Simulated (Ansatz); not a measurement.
Consider interstitial Li in hexagonal La2O3, charge state +1. The step: a concerted move, in which Li travels most; the atom moves 3.41 Å along (0.32, -0.34, 0.41) of the unit cell; the moving atom starts with neighbours La at 2.85, 2 La at 2.87, 2 La at 2.89, La at 2.90; O at 2.31, 2 O at 2.32, 2 O at 2.36, O at 2.38 Å and ends with O at 1.80, 3 O at 2.00 Å. DFT values are from Ansatz (plane-wave PAW, 420 eV unless said) in a cell of 90 host sites, spin-restricted, static, with no finite-size correction. The charge state is imposed; whether it is stable for some Fermi level was not computed. Sites that were not tried may lie lower. For the PBE band: the saddle point's order was not checked, and it lies on a symmetry element of the cell, where a band can be held.

| Level | Forward barrier (eV) | Cost of the band or of the saddle's single point |
|---|---|---|
| PBE, the Γ point alone, band relaxed | 1.19 | around 40 core-minutes (rough) |
| PBE, a 2×2×2 k-point mesh shifted by half a step along c, same geometries | 1.21 | very roughly 5 core-minutes |
| r2SCAN at 500 eV, the Γ point alone, same geometries | 1.27 | very roughly 100 core-seconds |

Ansatz is a program for electronic structure.
